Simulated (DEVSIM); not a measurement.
**Schottky contact on n-type GaN**

Structure: Schottky contact on n-type GaN, at 300 K.

| layer (left to right) | material | thickness (μm) | Nd (cm⁻³) | τn (s) | τp (s) |
|---|---|---|---|---|---|
| 1 | GaN | 2.60 | 4.3e16 | 7.2e-9 | 7.2e-9 |

Left contact: Schottky, work function 4.88 eV, emission velocity 1.7e6 cm/s. Right contact: ohmic. Voltage is applied to the left contact. Recombination: SRH at mid-gap, radiative, Auger. Mobility is μmin + (μ − μmin)/(1 + (N/Nref)^α).

The device is made up for the run: typed textbook-type constants, with dimensions and the other settings drawn at random. Values at 300 K.

| parameter | GaN |
|---|---|
| gap (eV) | 3.43 |
| affinity (eV) | 4.1 |
| permittivity | 9.5 |
| Nc (cm⁻³) | 2.3e18 |
| Nv (cm⁻³) | 4.6e19 |
| μn (cm²/Vs) | 1200 |
| μp (cm²/Vs) | 100 |
| μn,min | 55 |
| μp,min | 3 |
| Nref,n | 2e17 |
| Nref,p | 3e17 |
| αn | 1 |
| αp | 2 |
| B (cm³/s) | 1e-11 |
| Cn (cm⁶/s) | 1e-30 |
| Cp (cm⁶/s) | 1e-30 |

Simulated with DEVSIM: 1D drift-diffusion, Boltzmann statistics, complete ionisation; no tunnelling, impact ionisation, image-force lowering or self-heating. Metal contacts follow the ideal Schottky-Mott rule: no Fermi-level pinning, no interface dipoles.

| Item | Result |
|---|---|
| Potential step across the device at zero bias | 0.677 V |
| Largest field in the device at zero bias | 100000 V/cm |
| Dark forward voltage at 1 A/cm² | 0.436 V |
| Dark forward voltage at 100 A/cm² | 0.560 V |

Dark forward current:

| V (V) | J (A/cm²) |
|---|---|
| 0.05 | 2.9e-7 |
| 0.10 | 2.3e-6 |
| 0.15 | 1.6e-5 |
| 0.20 | 0.00011 |
| 0.25 | 0.00077 |
| 0.30 | 0.0053 |
| 0.35 | 0.036 |
| 0.40 | 0.25 |
| 0.45 | 1.7 |
| 0.50 | 12 |
| 0.55 | 73 |
| 0.60 | 340 |
| 0.65 | 950 |
| 0.70 | 1800 |
| 0.75 | 2800 |

Dark reverse current:

```csv
V (V),J (A/cm²)
-0.10,-4.8e-8
-0.25,-4.9e-8
-0.50,-4.9e-8
-0.75,-4.9e-8
-1.00,-4.9e-8
-1.50,-4.9e-8
-2.00,-4.9e-8
-2.50,-4.9e-8
-3.25,-4.9e-8
-4.00,-4.9e-8
-5.00,-4.9e-8
```
